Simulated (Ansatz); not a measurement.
## SrVO3 under a change: H interstitial (started 1.65 Å from the nearest host atom), symmetric start

Base system: a 20-atom supercell of SrVO$_{3}$ in the cubic perovskite structure (space group Pm-3m, No. 221; a = 3.809 Å) at its relaxed geometry.

Now apply this change: one H atom is added in an open site, starting 1.65 Å from the nearest host atom, atoms relaxed at fixed cell.

Calculations: PBEsol in Ansatz (plane waves to 420 eV, PAW, no spin-orbit coupling). k-mesh 6×6×6 (Γ-centred); smearing 0.05 eV (Fermi–Dirac).

The pressure goes from zero to 4.3 GPa and the total moment of the cell is 0.0 μB. The final site of the added atom is 1 V at 1.51 Å and 1 Sr at 2.06 Å (linear).

Cost of the whole job for the changed cell (relaxation, final SCF and bands): very roughly 28 core-minutes.

The magnetic state is the one reached from the starting moments; the real material's order can differ, and small cells can't hold many antiferromagnetic ones. The cell is small, so the values are those of an ordered compound at a high defect concentration; dilute-limit values will differ. The defect started on the symmetric site and kept its symmetry, so it may sit on a saddle. Seeded moments were not kept for H interstitial (started 1.65 Å from the nearest host atom) and the base. No Hubbard U is applied, and correlation can decide whether such a compound is a metal. Spin-polarised in the final run: H interstitial (started 1.65 Å from the nearest host atom); the other runs are not. An odd electron count without spin: SrVO3. The defect cell is spin-polarised and ends with 0.0 μB.

Ansatz is a quantum-chemistry and plane-wave program.
